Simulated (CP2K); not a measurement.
# Input and output of a self-consistent single point for YAl3Ni (Pnma, 20 atoms in the cell) (CP2K)

Method of the run: LDA (Pade form), GPW, DZVP-MOLOPT-SR-GTH basis, GTH-PADE potentials (GTH_POTENTIALS) (CP2K).

Input:

```
&GLOBAL
  PROJECT bulk
  RUN_TYPE ENERGY_FORCE
  PRINT_LEVEL MEDIUM
&END GLOBAL
&FORCE_EVAL
  METHOD Quickstep
  STRESS_TENSOR ANALYTICAL
  &DFT
    BASIS_SET_FILE_NAME BASIS_MOLOPT
    POTENTIAL_FILE_NAME GTH_POTENTIALS
    &QS
      METHOD GPW
      EPS_DEFAULT 1E-10
    &END QS
    &MGRID
      CUTOFF 600
      REL_CUTOFF 50
      NGRIDS 5
    &END MGRID
    &SCF
      SCF_GUESS ATOMIC
      EPS_SCF 1E-6
      MAX_SCF 100
      ADDED_MOS 24
      &DIAGONALIZATION
        ALGORITHM STANDARD
      &END DIAGONALIZATION
      &MIXING
        METHOD BROYDEN_MIXING
        ALPHA 0.2
        NBUFFER 10
        BETA 1.5
      &END MIXING
      &SMEAR ON
        METHOD FERMI_DIRAC
        ELECTRONIC_TEMPERATURE [K] 1160.45
      &END SMEAR
    &END SCF
    &KPOINTS
      SCHEME MONKHORST-PACK 3 6 2
      GAMMA_CENTERED T
    &END KPOINTS
    &XC
      &XC_FUNCTIONAL PADE
      &END XC_FUNCTIONAL
    &END XC
    &PRINT
      &MO
        EIGENVALUES T
        OCCUPATION_NUMBERS T
        NDIGITS 8
        FILENAME mo
        &EACH
          QS_SCF 0
        &END EACH
        ADD_LAST NUMERIC
      &END MO
      &MULLIKEN ON
      &END MULLIKEN
    &END PRINT
  &END DFT
  &SUBSYS
    &CELL
      ABC 8.10956000 4.02711000 10.60833000
      ALPHA_BETA_GAMMA 90.00000000 90.00000000 90.00000000
      PERIODIC XYZ
    &END CELL
    &COORD
      Y        5.56778061     1.00677750     5.20497711
      Y        2.54177939     3.02033250     5.40335289
      Y        6.59655939     3.02033250    10.50914211
      Y        1.51300061     1.00677750     0.09918789
      Al       7.67050842     3.02033250     4.42155194
      Al       0.43905158     1.00677750     6.18677806
      Al       4.49383158     1.00677750     9.72571694
      Al       3.61572842     3.02033250     0.88261306
      Al       0.93195064     3.02033250     8.31438472
      Al       7.17760936     1.00677750     2.29394528
      Al       3.12282936     1.00677750     3.01021972
      Al       4.98673064     3.02033250     7.59811028
      Al       6.94600033     1.00677750     8.23917166
      Al       1.16355967     3.02033250     2.36915834
      Al       5.21833967     3.02033250     2.93500666
      Al       2.89122033     1.00677750     7.67332334
      Ni       3.18786804     3.02033250     9.09643081
      Ni       4.92169196     1.00677750     1.51189919
      Ni       0.86691196     1.00677750     3.79226581
      Ni       7.24264804     3.02033250     6.81606419
    &END COORD
    &KIND Y
      BASIS_SET DZVP-MOLOPT-SR-GTH
      POTENTIAL GTH-PADE-q11
    &END KIND
    &KIND Al
      BASIS_SET DZVP-MOLOPT-SR-GTH
      POTENTIAL GTH-PADE-q3
    &END KIND
    &KIND Ni
      BASIS_SET DZVP-MOLOPT-SR-GTH
      POTENTIAL GTH-PADE-q18
    &END KIND
  &END SUBSYS
  &PRINT
    &FORCES ON
    &END FORCES
    &STRESS_TENSOR ON
    &END STRESS_TENSOR
  &END PRINT
&END FORCE_EVAL
```

Log, with long lists cut:

```
 GLOBAL| Method name                                                        CP2K
 GLOBAL| Project name                                                       bulk
 GLOBAL| Run type                                                   ENERGY_FORCE

 CELL| Volume [angstrom^3]:                                           346.447798
 CELL| Vector a [angstrom]:       8.110     0.000     0.000   |a| =     8.109560
 CELL| Vector b [angstrom]:       0.000     4.027     0.000   |b| =     4.027110
 CELL| Vector c [angstrom]:       0.000     0.000    10.608   |c| =    10.608330
 CELL| Angle (b,c), alpha [degree]:                                    90.000000
 CELL| Angle (a,c), beta  [degree]:                                    90.000000
 CELL| Angle (a,b), gamma [degree]:                                    90.000000
 CELL| Numerically orthorhombic:                                             YES
 CELL| Periodicity                                                           XYZ

 DFT| Spin restricted Kohn-Sham (RKS) calculation                            RKS
 DFT| Multiplicity                                                             1
 DFT| Number of spin states                                                    1
 DFT| Charge                                                                   0
 DFT| XC density smoothing                                                  NONE
 DFT| XC derivatives                                                          PW

 QS| Method:                                                                 GPW
 QS| Density plane wave grid type                        NON-SPHERICAL FULLSPACE
 QS| Number of grid levels:                                                    5
 QS| Density cutoff [a.u.]:                                                300.0
 QS| Multi grid cutoff [a.u.]: 1) grid level                               300.0
   [... lines left out ...]
 BRILLOUIN| Wavefunction type                                            COMPLEX
 BRILLOUIN| List of Kpoints [2 Pi/Bohr]                                       20
 BRILLOUIN| Number           Weight            X              Y              Z
 BRILLOUIN|     1           0.05556       -0.33333       -0.33333        0.00000
 BRILLOUIN|     2           0.05556       -0.33333       -0.33333        0.50000
 BRILLOUIN|     3           0.05556       -0.33333       -0.16667        0.00000
   [... 17 lines left out ...]
 *******************************************************************************

 Extrapolation method: initial_guess

 Re-scaling the density matrix to get the right number of electrons
                  # Electrons              Trace(P)               Scaling factor
                          152               152.000                        1.000

 Number of electrons:                                                        152
 Number of occupied orbitals:                                                 76
 Number of molecular orbitals:                                               100

 Number of orbital functions:                                                364
 Number of independent orbital functions:                                    364
 SCF WAVEFUNCTION OPTIMIZATION

  Step     Update method      Time    Convergence         Total energy    Change
     1 NoMix/Diag. 0.20E+00      -     1.56261999      -860.0048560854 -8.60E+02
     2 Broy./Diag. 0.20E+00      -     0.13610667      -838.8320515625  2.12E+01
     3 Broy./Diag. 0.20E+00      -     0.05573169      -853.1136600333 -1.43E+01
     4 Broy./Diag. 0.20E+00      -     0.08808274      -857.7375775527 -4.62E+00
     5 Broy./Diag. 0.20E+00      -     0.09278075      -850.1045735734  7.63E+00
     6 Broy./Diag. 0.20E+00      -     0.02129487      -858.9303046557 -8.83E+00
     7 Broy./Diag. 0.20E+00      -     0.01151702      -856.4632490529  2.47E+00
     8 Broy./Diag. 0.20E+00      -     0.01782001      -857.6355755602 -1.17E+00
     9 Broy./Diag. 0.20E+00      -     0.00315420      -855.7522494081  1.88E+00
    10 Broy./Diag. 0.20E+00      -     0.00159130      -856.1070456688 -3.55E-01
    11 Broy./Diag. 0.20E+00      -     0.00081872      -855.9658728867  1.41E-01
    12 Broy./Diag. 0.20E+00      -     0.00015755      -856.0440117167 -7.81E-02
    13 Broy./Diag. 0.20E+00      -     0.00025812      -856.0281362349  1.59E-02
    14 Broy./Diag. 0.20E+00      -     0.00001993      -856.0524249516 -2.43E-02
    15 Broy./Diag. 0.20E+00      -     0.00004400      -856.0524413273 -1.64E-05
    16 Broy./Diag. 0.20E+00      -     0.00000387      -856.0531553968 -7.14E-04
    17 Broy./Diag. 0.20E+00      -     0.00001195      -856.0540184453 -8.63E-04
    18 Broy./Diag. 0.20E+00      -     0.00000103      -856.0540777556 -5.93E-05
    19 Broy./Diag. 0.20E+00      -     0.00000252      -856.0541074554 -2.97E-05
    20 Broy./Diag. 0.20E+00      -     0.00000025      -856.0541296732 -2.22E-05
  *** SCF run converged in    20 steps ***

  Electronic density on regular grids:       -151.9999999947        0.0000000053
  Core density on regular grids:              151.9999999855       -0.0000000145
  Total charge density on r-space grids:       -0.0000000092
  Total charge density g-space grids:          -0.0000000092

  Overlap energy of the core charge distribution:               0.00000000000068
  Self energy of the core charge distribution:              -1399.69921043171189
  Core Hamiltonian energy:                                    368.89762698901541
  Hartree energy:                                             271.34137684101904
  Exchange-correlation energy:                                -96.58237819168022
  Electronic entropic energy:                                  -0.01154487886404
  Fermi energy:                                                 0.29792635840088

  Total energy:                                              -856.05412967319046
  Total energy (extrapolated to T->0):                       -856.04835723375845

                     Mulliken Population Analysis

 #  Atom  Element  Kind  Atomic population                           Net charge
       1     Y        1         11.150810                             -0.150810
       2     Y        1         11.150806                             -0.150806
       3     Y        1         11.150809                             -0.150809
       4     Y        1         11.150806                             -0.150806
       5     Al       2          2.584499                              0.415501
       6     Al       2          2.584501                              0.415499
       7     Al       2          2.584495                              0.415505
       8     Al       2          2.584498                              0.415502
       9     Al       2          2.816054                              0.183946
      10     Al       2          2.816058                              0.183942
      11     Al       2          2.816053                              0.183947
      12     Al       2          2.816058                              0.183942
   [... lines left out ...]
 FORCES|     11 -8.96401815E-04 -7.29115520E-12  2.60012566E-03   2.75030719E-03
 FORCES|     12  8.96352829E-04 -3.09601025E-12 -2.60009233E-03   2.75025972E-03
 FORCES|     13 -7.18782936E-04  1.21618679E-11  3.13255060E-04   7.84077574E-04
 FORCES|     14  7.18769165E-04  1.66920789E-11 -3.13260985E-04   7.84067317E-04
 FORCES|     15  7.18745578E-04  1.66847425E-11  3.13240438E-04   7.84037485E-04
 FORCES|     16 -7.18746594E-04  1.21642227E-11 -3.13213509E-04   7.84027658E-04
 FORCES|     17  1.15597081E-03 -2.51461605E-08 -1.92111884E-04   1.17182571E-03
 FORCES|     18 -1.15597521E-03 -2.57318178E-08  1.92099295E-04   1.17182799E-03
 FORCES|     19 -1.15603546E-03 -2.57312966E-08 -1.92122355E-04   1.17189120E-03
 FORCES|     20  1.15605748E-03 -2.51467187E-08  1.92140395E-04   1.17191588E-03
 FORCES| Sum    -8.50491205E-11 -1.01538284E-07 -5.13439416E-10
 FORCES| Total atomic force                                       1.01539618E-07

 STRESS| Analytical stress tensor [bar]
 STRESS|                        x                   y                   z
 STRESS|      x       -5.01093334675E+04   4.29648929193E-05   4.74788570443E-02
 STRESS|      y        4.29648929193E-05  -5.33204270400E+04   3.56071747549E-09
 STRESS|      z        4.74788570443E-02   3.56071747549E-09  -4.93730429333E+04
 STRESS| 1/3 Trace                                            -5.09342678136E+04
```

The run converged in 20 iterations.

The starting cell comes from a database of computed structures (which also holds hypothetical and non-ambient phases and stackings), without a prior relaxation at this level. Spin polarisation is off. Values carry the incompleteness of an atom-centred basis. With a pressure of about -5 GPa the cell is away from its equilibrium volume at this level.

Cost on one core of a shared machine: roughly 3 min.
